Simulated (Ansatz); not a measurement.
# C axis length of CdS (model structure, started from the NiAs type, P6₃/mmc, No. 194, 4 atoms in the cell) at several levels of theory

No measured value is used here.

```json
[
 {"level (code)": "PBE (Ansatz)", "value (Å)": "6.478"},
 {"level (code)": "PBEsol (Ansatz)", "value (Å)": "___"},
 {"level (code)": "PBE-D3(BJ) (Ansatz)", "value (Å)": "6.410"}
]
```

Question: Some entries are withheld; supply them.

Answer: 
- PBEsol (Ansatz, a program for electronic structure), value (Å): 6.364

Ansatz's density-functional and Hartree–Fock values are scalar-relativistic unless marked +SOC, with PAW data made under PBE.

A model structure was made by putting elements into a prototype or built by hand; it is no filed structure, need not be a known phase, and can be a saddle point held by its symmetry.
